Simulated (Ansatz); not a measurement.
## B2O3 (model structure, P-62c, No. 190, 10 atoms in the cell): properties by level of theory

| level (code) | lattice parameter a (Å) | c axis length (Å) | cohesive energy (eV/atom) |
|---|---|---|---|
| LDA (Ansatz) | 4.335 | 6.297 | 7.75 |
| PBEsol (Ansatz) | 4.378 | 7.238 | 7.09 |
| PBE-D3(BJ) (Ansatz) | 4.388 | … | 6.80 |
| r²SCAN (Ansatz) | 4.367 | … | … |
| r²SCAN+rVV10 (Ansatz) | … | … | … |

Q: Some entries are withheld; supply them.

A: 
- PBE-D3(BJ) (Ansatz, a program for electronic structure), c axis length (Å): 6.676
- r²SCAN (Ansatz), c axis length (Å): 6.660
- r²SCAN (Ansatz), cohesive energy (eV/atom): 6.68
- r²SCAN+rVV10 (Ansatz), lattice parameter a (Å): 4.355
- r²SCAN+rVV10 (Ansatz), c axis length (Å): 6.336
- r²SCAN+rVV10 (Ansatz), cohesive energy (eV/atom): 6.75

Ansatz's density-functional and Hartree–Fock values are scalar-relativistic unless marked +SOC, with PAW data made under PBE.

Free atoms are spin-polarised, in the lowest state found; at levels without +SOC their spin–orbit coupling is left out.

The computed numbers hold no vibrational or temperature effects.

A model structure was made by putting elements into a prototype or built by hand; it is no filed structure, need not be a known phase, and can be a saddle point held by its symmetry.
